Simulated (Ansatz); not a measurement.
Consider ZnO in the wurtzite structure (space group P6_3mc, No. 186; a = 3.2352 Å, c = 5.2115 Å).

Calculations: Kohn–Sham DFT with the r2SCAN functional, run in Ansatz (a program for electronic structure) with PAW and 500 eV plane waves, no spin-orbit coupling.

One change was made to it. Results:

The electron mass goes from 0.19 mₑ (at Γ) to 0.20 mₑ (at Γ); the gap character remains direct at Γ; the lattice parameter a decreases by 0.047 Å (3.235 Å → 3.188 Å); the band gap grows by 0.07 eV, from 1.24 eV to 1.31 eV.

Problem. Which change produced these results?
A. pressure −2 GPa
B. pressure −1 GPa
C. pressure 1.5 GPa
D. pressure 7.5 GPa

Solution. D, pressure 7.5 GPa. For comparison, the band gap in the other runs: pressure −2 GPa gives 1.22 eV; pressure 1.5 GPa gives 1.25 eV; pressure −1 GPa gives 1.23 eV.

Load acts through the strain it causes; cell and atoms are relaxed under it. Effective masses come from finite differences of ±0.01 Å⁻¹. Whether these cells are dynamically stable was not tested. Tetrahedral semiconductors of this kind turn to denser phases somewhere between about 1 and 50 GPa; those were not computed, so compressed cells here can lie past the real transition.
